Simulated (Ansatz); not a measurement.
# What tensor shear ε_xy = +0.86 % does to HgTe

The parent structure is HgTe in the zinc blende structure (space group F-43m, No. 216; a = 6.5728 Å). Axes: x, y, z lie along the cube axes.

The change: a pure shear with ε_xy = ε_yx = 0.0086; the atoms relax in the strained cell.

Level of theory: r2SCAN/PAW in Ansatz (a first-principles code), no spin-orbit coupling. k-mesh 12×12×12 (Γ-centred); smearing 0.05 eV (Fermi–Dirac).

The volume per atom remains 35.49 Å³ and the space group changes from F-43m (No. 216) to Imm2 (No. 44). The shortest interatomic distance falls by 0.2 pm (284.6 pm → 284.4 pm) and the energy grows by 0.7 meV/atom. The band gap remains zero and the valley order (the lowest conduction-band minima on the path, energy above the VBM, named in the base's zone) is Γ 0.01 eV; L along [1-11] 0.86 eV; L along [11-1] 1.00 eV. The largest internal atomic displacement comes out as 0.012 Å and the stress (xx, yy, zz, yz, xz, xy; compression positive) comes out as (0.0, 0.0, 0.0, 0.0, 0.0, -0.4) GPa (rough).

Cost of the whole job for the changed cell (relaxation, final SCF and bands): roughly 4 core-minutes.

Without a gap, meshes like the base's 12×12×12 leave anisotropic stresses uncertain by several tenths of a GPa, and small strain energies with them. With Hg and Te present, leaving out spin-orbit coupling can change the band edges. Whether these cells are dynamically stable was not tested. The final runs are not spin-polarised. Gaps under 0.05 eV, about the width of the smearing, are given as zero. The zero or small gap of HgTe can change with the level of theory.
